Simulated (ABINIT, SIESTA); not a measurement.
An ABINIT input for a self-consistent single point of Cs₃LiCl₄ (P4/mmm, 8 atoms in the cell) (DFT, PBEsol, plane waves, norm-conserving pseudopotentials (PseudoDojo nc-sr-04 PBEsol standard)):

```
# Cs3LiCl4, PseudoDojo nc-sr-04 PBEsol standard
pp_dirpath "./"
pseudos "Cs.upf, Li.upf, Cl.upf"
acell 3*1.0 Angstrom
rprim
         7.9918980000    0.0000000000    0.0000000000
         0.0000000000    7.9918980000    0.0000000000
         0.0000000000    0.0000000000    3.9667650000
natom 8
ntypat 3
znucl 55 3 17
typat 1 1 1 2 3 3 3 3
xcart
         7.5512492180    0.0000000000    0.0000000000
         0.0000000000    7.5512492180    0.0000000000
         7.5512492180    7.5512492180    0.0000000000
         0.0000000000    0.0000000000    0.0000000000
         3.5126901112    3.5126901112    3.7480497254
        11.5898083247   11.5898083247    3.7480497254
        11.5898083247    3.5126901112    3.7480497254
         3.5126901112   11.5898083247    3.7480497254
ecut 37
occopt 3
tsmear 0.00073499
nband 37
kptopt 1
ngkpt 3 3 6
nshiftk 1
shiftk 0 0 0
nstep 50
tolvrs 1.0e-10
prtwf 0
prtden 0
enunit 1
```

Task: Write the same calculation as an input for SIESTA.

Result: One input that does it (others would too):

```
# files in the folder: Cs.psml Li.psml Cl.psml (PseudoDojo PBEsol standard)
SystemName  Cs3LiCl4
SystemLabel Cs3LiCl4

NumberOfAtoms                8
NumberOfSpecies              3
%block ChemicalSpeciesLabel
  1 55 Cs
  2 3 Li
  3 17 Cl
%endblock ChemicalSpeciesLabel
LatticeConstant              1.0 Ang
%block LatticeVectors
     7.991898000    0.000000000    0.000000000
     0.000000000    7.991898000    0.000000000
     0.000000000    0.000000000    3.966765000
%endblock LatticeVectors
AtomicCoordinatesFormat      Ang
%block AtomicCoordinatesAndAtomicSpecies
     3.995949000    0.000000000    0.000000000  1
     0.000000000    3.995949000    0.000000000  1
     3.995949000    3.995949000    0.000000000  1
     0.000000000    0.000000000    0.000000000  2
     1.858835556    1.858835556    1.983382500  3
     6.133062444    6.133062444    1.983382500  3
     6.133062444    1.858835556    1.983382500  3
     1.858835556    6.133062444    1.983382500  3
%endblock AtomicCoordinatesAndAtomicSpecies

XC.functional                GGA
XC.authors                   PBEsol
PAO.BasisSize                TZP
PAO.EnergyShift              0.01 Ry
PAO.Polarization.NonPerturbative true
MeshCutoff                   350 Ry
%block kgrid.MonkhorstPack
    3   0   0  0.0
    0   3   0  0.0
    0   0   6  0.0
%endblock kgrid.MonkhorstPack
OccupationFunction           FD
ElectronicTemperature        232.09 K

MaxSCFIterations             150
SCF.Mixer.Method             Broyden
SCF.Mixer.Weight             0.1
SCF.Mixer.History            6
SCF.DM.Tolerance             1.0E-04
Diag.ParallelOverK           true
WriteForces                  true
Charge.Mulliken              end
```

Basis settings and potentials, where a program has them, do not carry over. This input uses DFT, GGA PBEsol, numerical atomic orbitals TZP, PseudoDojo PBEsol standard norm-conserving potentials (rewritten from UPF to PSML).

The starting cell comes from a database of computed structures (which also holds hypothetical and non-ambient phases and stackings), without a prior relaxation at this level. Its lattice was rescaled by a random factor within 2.5 % of one.
